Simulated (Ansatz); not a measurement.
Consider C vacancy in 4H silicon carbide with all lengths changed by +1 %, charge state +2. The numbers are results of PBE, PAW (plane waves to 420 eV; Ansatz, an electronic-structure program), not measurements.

72-site cell at the strained lattice (strain from the relaxed PBE one, atoms relaxed), a 2×2×2 k-point mesh shifted by half a step along c, smearing 0.01 eV, spin-restricted, no finite-size correction. No zero-point or tunnelling terms. The charge state is imposed; whether it is stable for some Fermi level was not computed. Forms of the defect that were not tried may lie lower. The start lies 0.053 eV above the lowest site run (PBE).

The step: one C atom jumps into the vacancy from a nearby C site; the atom moves 3.12 Å along (0.00, 1.00, 0.00) of the unit cell; the moving atom starts with neighbours Si at 1.88, Si at 1.92, 2 Si at 1.93 Å and ends with Si at 1.88, Si at 1.92, 2 Si at 1.93 Å.

Problem. Estimate the migration barrier of this step that PBE, PAW returns for this input.

Solution. 4.94 eV, the same both ways. At the saddle the moving atom has neighbours Si at 1.80, Si at 2.17, Si at 2.18, Si at 2.30, Si at 2.31 Å. The saddle point's order was not checked, and it lies on a symmetry element of the cell, where a band can be held.
